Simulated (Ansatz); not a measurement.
Ansatz (a quantum-chemistry and plane-wave program) run on TePb₂Se (R-3m, 4 atoms in the cell): relaxation of cell and atoms.

Level of theory: LDA (PW92), default PAW files made with PBE (plane waves; Ansatz).

The change in words: atoms on their sites; basis.ecutwfc: 420 eV → 295 eV; relax: default → cell and atoms. Reference geometry:
```
CELL_PARAMETERS angstrom
      2.23586     1.29088     7.29832
     -2.23586     1.29088     7.29832
      0.00000    -2.58175     7.29832
ATOMIC_POSITIONS crystal
  Te 0.50228 0.50228 0.50228
  Pb 0.74470 0.74470 0.74470
  Pb 0.25530 0.25530 0.25530
  Se 0.00000 0.00000 0.00000
```

Reference input (self-consistent single point, DFT, LDA (PW92), plane waves, default PAW files made with PBE): basis.ecutwfc = 420 eV; kpoints.mp_grid.grid = 5 5 5; hamiltonian.xc = lda; hamiltonian.pseudopotentials = {kind: paw} (the program's default PAW files); scf.occupations.method = fixed. This run's input differs from it in these lines:

Ansatz 0.2 input:
```diff
@@ -6,3 +6,3 @@
   atoms:
-    - { symbol: Te, position: [0.502284, 0.502284, 0.502284] }
+    - { symbol: Te, position: [0.500000, 0.500000, 0.500000] }
     - { symbol: Pb, position: [0.744696, 0.744696, 0.744696] }
@@ -11,3 +11,3 @@
 basis:
-  ecutwfc: 420.0 eV
+  ecutwfc: 295.0 eV
 kpoints:
@@ -22,2 +22,4 @@
     method: fixed
+relax:
+  cell: {}
 output:
```

Output (repeated stretches shortened):

```
   [... SCF lines of the steps left out ...]
relax step   1: F+E_penalty+E_count = -35416.64052113 eV  Δ(F+E_penalty+E_count) = +0.000e0 eV  max|allowed force component| = 3.083e-3 eV/Å  Δτ_max = 0.0000 Å  P = -2.648 GPa  Ω = 126.388 Å³  (7 SCF iters, dr2 threshold 1.00e-7 eV, accepted)
relax step   2: F+E_penalty+E_count = -35416.82007713 eV  Δ(F+E_penalty+E_count) = -1.796e-1 eV  max|allowed force component| = 2.288e-2 eV/Å  Δτ_max = 0.0019 Å  P = +3.504 GPa  Ω = 116.409 Å³  energy of the carried Pulay correction = +2.012e-1 eV  [...]
   [... lines left out ...]
relax step  10: F+E_penalty+E_count = -35416.70175937 eV  Δ(F+E_penalty+E_count) = -2.169e-3 eV  max|allowed force component| = 1.696e-4 eV/Å  Δτ_max = 0.0000 Å  P = -0.005 GPa  Ω = 119.610 Å³  energy of the carried Pulay correction = +2.148e-3 eV  [...]
relax step  11: F+E_penalty+E_count = -35416.70016303 eV  Δ(F+E_penalty+E_count) = +1.596e-3 eV  max|allowed force component| = 3.710e-4 eV/Å  Δτ_max = 0.0000 Å  P = -0.012 GPa  Ω = 119.610 Å³  stress off target by 2.20e-2 GPa  SCF on the basis [...]
basis re-selected at this cell: Δ(F+E_penalty+E_count) = +1.596e-3 eV, ΔP = -0.006 GPa vs the last step
the relaxation is at rest under the 12 symmetry operations that the run kept from its start: a minimum is not shown …
Stability not checked: this state was not tested for a lower state beside it, because too few of the mixer's solves of this state at the end of the SCF gave a …
Free energy (F): -35416.700163 eV
Internal energy: -35416.700163 eV  (E = F + TS)
   [... lines left out ...]
Fermi energy:    9.171275 eV
  cell:  # Å, volume = 119.6102 Å³
   [... lines left out ...]
    - [-2.560682406945058e-34, -2.536646490401341, 7.154780041219104]
  atoms:
    - { symbol: Te, position: [0.5, 0.5, 0.5000000000000001] }
    - { symbol: Pb, position: [0.7445635628342431, 0.7445635628342431, 0.7445635628342431] }
    - { symbol: Pb, position: [0.25543643716575687, 0.25543643716575687, 0.25543643716575687] }
    - { symbol: Se, position: [1.3675570304808652e-20, 1.367557030480866e-20, 1.3675570304808664e-20] }
```

The run converged. 

Summary of the result:
* **Free energy E − TS (on the zero of these files)**: -35416.7002 eV
* **Top of the valence band (on the code's own zero)**: 9.17 eV
* **Gap on the k-point mesh**: 0.39 eV
* **Pressure**: -0.01 GPa
* **Final cell**: a = b = c = 7.591 Å, α = β = γ = 33.64°
* **Final volume per atom**: 29.90 Å³
* **Relaxation steps**: 11

The starting cell comes from a database of computed structures (which also holds hypothetical and non-ambient phases and stackings), without a prior relaxation at this level. Its lattice was rescaled by up to half a per cent. Spin-orbit coupling is off. The relaxation keeps the symmetry of its start, so its end need not be a minimum. Ansatz's pressure includes its estimate of the finite-basis (Pulay) stress. Without the estimate this run gives -3.32 GPa. The cutoff lies below the one recommended for these files.

Cost on one core of a shared machine: roughly 30 s.
